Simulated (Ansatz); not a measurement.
**What isotropic strain +1.50 % does to Pt**

Take Pt in the fcc (Cu type) structure (space group Fm-3m, No. 225; a = 3.972 Å; relaxed with 0.1 eV smearing) as the base.

Perturbation: an isotropic linear strain of +1.50 %, atoms relaxed at fixed cell.

Calculations: PBE (Ansatz, a quantum-chemistry and plane-wave program; PAW; 420 eV plane waves; no SOC). Γ-centred 28×28×28 mesh, Fermi–Dirac width 0.1 eV.

```csv
quantity,base,changed,shift
volume per atom,15.67 Å³,16.38 Å³,+0.716 Å³
space group,Fm-3m (No. 225),Fm-3m (No. 225),–
shortest interatomic distance,2.809 Å,2.851 Å,+0.042 Å
energy relative to the base (free energy F),0 meV/atom,+23 meV/atom,+23 meV/atom
pressure,0.0 GPa,-9.7 GPa,-9.7 GPa
band gap,zero,zero,–
```

Final structure:

```xyz
1
Lattice="0.0000 2.0158 2.0158 2.0158 0.0000 2.0158 2.0158 2.0158 0.0000" Properties=species:S:1:pos:R:3 pbc="T T T"
Pt     0.0000     0.0000     0.0000
```

Stability against distortions was not tested. All final runs are without spin polarisation. Pt lies near a magnetic instability that expansion can trigger; it was not tested.
